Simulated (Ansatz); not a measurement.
The starting structures come from a database of crystals and need not be the phases stable at ambient conditions.

 Where the default PAW files enter, the runs use the earlier of Ansatz's two default sets.

Input:

```
MgS
1.0
    3.68318     0.00000     0.00000
   -1.84159     3.18973     0.00000
    1.84159     1.06324     3.00730
Mg S
1 1
Direct
  0.00000   0.00000   0.00000
  0.00000   0.50000   0.50000
```

Space group of this cell: Fm-3m, rock salt. The cell is taken as given.

Level of theory: r2SCAN (plane waves, PAW; Ansatz, an electronic-structure program).

The current runs along the normal of the first two printed vectors; no spin-orbit coupling. Scaled by the factor s: the length along the current (ions clamped). Meshes 12×12×12 and 12×12 across the current in all rows.

```csv
s,mean pressure (GPa),band gap (eV)
0.97,2.4,?
1.00,-0.2,3.46
1.03,-2.4,3.29
```

Task: Take the slope of the band gap against ln s from the two given rows, extrapolate to s = 0.97, and say what the run there gives.

Result: Slope = (3.29 − 3.46) / ln 1.03 = -5.75 eV. The line gives 3.46 + (-5.75) × ln 0.97 = 3.64 eV. The run gives 3.31 eV, 0.33 eV under the line, 186 % of the predicted step.
